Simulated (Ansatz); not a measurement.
Hypothetical rock salt ZrSi: pressure series

The parent structure is ZrSi in the rock salt structure (space group Fm-3m, No. 225; a = 5.3969 Å; a hypothetical phase, not in the database extracts checked).

Cell and atoms are relaxed at each pressure.

Calculations: DFT with PBE, PAW potentials and a 420 eV plane-wave cutoff in Ansatz (a quantum-chemistry and plane-wave program), without spin-orbit coupling, earlier PAW set.

| P (GPa) | V (Å³/atom) |
|---|---|
| -2.01 | 20.015 |
| -1.01 | 19.829 |
| 3.00 | 19.158 |
| 7.01 | 18.585 |
| 15.00 | 17.640 |
| 30.01 | 16.312 |
| 50.01 | 15.042 |
| 75.01 | 13.897 |
| 100.01 | 13.032 |

**Question.** Fit a third-order Birch–Murnaghan equation of state.

**Answer.** Least squares on P(V) = (3B₀/2)[(V₀/V)^(7/3) − (V₀/V)^(5/3)]·[1 + (3/4)(B₀′ − 4)((V₀/V)^(2/3) − 1)] gives V₀ = 19.65 Å³/atom, B₀ = 114 GPa and B₀′ = 3.7.

Load acts through the strain it causes; cell and atoms are relaxed under it. Whether these cells are dynamically stable was not tested. Competing high-pressure phases were not computed. All final runs are without spin polarisation.
